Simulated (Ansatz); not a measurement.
The (113) surface of germanium, 1 pair of surface atoms bonded, P on one of 4 surface atoms, no caps (bottom of the slab: built like the top, H on every dangling bond, free)

Level of theory: PBE (plane waves to 420 eV, PAW; Ansatz, a quantum-chemistry and plane-wave program).

Slab: 32 atoms, 12.6 Å thick at the start with caps and adatoms (thin: gaps and levels are the slab's own); k 4x4x1, smearing 0.025 eV, dipole-corrected; 4 atoms held, the rest relaxed; no symmetry held; spin-polarised, no spin-orbit, no U. The slab shows no gap over 0.04 eV on its mesh. The starting moment vanished. It is one candidate, not shown to be the stable structure of the face.

The work function of the top face comes out as 4.27 eV, the energy released by relaxation comes out as 1.18 eV and the cost comes out as roughly 40 core-minutes.
